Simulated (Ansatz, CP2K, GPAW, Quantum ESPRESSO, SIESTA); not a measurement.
## ZrGe (P1, 8 atoms in the cell) computed with different codes at matched settings

Self-consistent single point, at a second geometry (atoms moved at random). First geometry:

```
ZrGe
1.0
    7.09613     0.00000     0.00000
    0.00000     3.91511     0.00000
    0.00000     0.00000     5.41275
Zr Ge
4 4
Direct
  0.17608   0.25000   0.63089
  0.82392   0.75000   0.36911
  0.32392   0.75000   0.13089
  0.67608   0.25000   0.86911
  0.04832   0.25000   0.15219
  0.95168   0.75000   0.84781
  0.45168   0.75000   0.65219
  0.54832   0.25000   0.34781
```

Second geometry:
```
CELL_PARAMETERS angstrom
      7.09613     0.00000     0.00000
      0.00000     3.91511     0.00000
      0.00000     0.00000     5.41275
ATOMIC_POSITIONS crystal
  Zr 0.17518 0.24855 0.63177
  Zr 0.82133 0.74502 0.35753
  Zr 0.32656 0.76077 0.13387
  Zr 0.67673 0.25655 0.87700
  Ge 0.05061 0.24213 0.14601
  Ge 0.94993 0.74005 0.85930
  Ge 0.45210 0.75768 0.64807
  Ge 0.54756 0.24924 0.34645
```

Shared settings, as Ansatz (a program for electronic structure) writes them: kpoints.mp_grid.grid = 3 4 3; scf.occupations.method = gaussian; scf.occupations.width = 0.272 eV. Potentials and cutoffs stand in the table.

| code | model | ΔF from the first geometry (meV/atom) | pressure (GPa) | largest force (eV/Å) | cutoff |
|---|---|---|---|---|---|
| Ansatz | PBEsol, PAW files made with PBE | 14.1 | -2.81 | 0.950 | default |
| CP2K | PBEsol, GPW, DZVP-MOLOPT-SR-GTH basis, GTH-PBE potentials (GTH_POTENTIALS) | 16.6 | -0.12 | 1.122 | grid 500 Ry |
| SIESTA | GGA PBEsol, numerical atomic orbitals DZP, PseudoDojo PBEsol standard norm-conserving potentials (rewritten from UPF to PSML) | 19.0 | -2.26 | 1.332 | grid 300 Ry |
| Quantum ESPRESSO | PBEsol, PseudoDojo standard norm-conserving (PBESOL) pseudopotentials | 14.2 | -2.71 | 0.957 | 80 Ry |
| GPAW | PBEsol, GPAW PAW datasets PBEsol (made by gpaw-setup) | 14.4 | -3.03 | 0.975 | 600 eV |

Size of the force on each atom (eV/Å): Sizes of forces hide their directions.

```
code                Zr1    Zr2    Zr3    Zr4    Ge5    Ge6    Ge7    Ge8
----------------  -----  -----  -----  -----  -----  -----  -----  -----
Ansatz            0.116  0.893  0.619  0.696  0.475  0.950  0.346  0.363
CP2K              0.130  0.950  0.638  0.688  0.629  1.122  0.479  0.267
SIESTA            0.135  1.009  0.679  0.735  0.786  1.332  0.620  0.266
Quantum ESPRESSO  0.115  0.895  0.619  0.696  0.482  0.957  0.351  0.356
GPAW              0.118  0.892  0.618  0.689  0.499  0.975  0.365  0.341
```

The spread over the programs that give each value: ΔF from the first geometry within 4.9 meV/atom; pressure within 2.91 GPa; largest force within 0.382 eV/Å.

CP2K and SIESTA use small atom-centred bases, whose incompleteness enters pressures, forces and empty levels differently from a plane-wave cutoff. Ansatz's pressure is given at a fixed set of plane waves, as the other plane-wave codes print theirs. In the pressure, CP2K (by 2.69) lies more than 1 GPa from the median of the plane-wave programs. In the force vectors, CP2K (by 0.193) and SIESTA (by 0.415) lie more than 0.08 eV/Å from the median of the plane-wave programs.

The shared mesh is coarse (it stands for a supercell whose shortest vector is 16 Å), so the values are not converged in it.

The starting cell comes from a database of computed structures (which also holds hypothetical and non-ambient phases and stackings), without a prior relaxation at this level. For this run, on top of that: atoms moved at random.

Left out of this page: Elk (not drawn, or without a comparable value).

Keys are those of Ansatz 0.2.
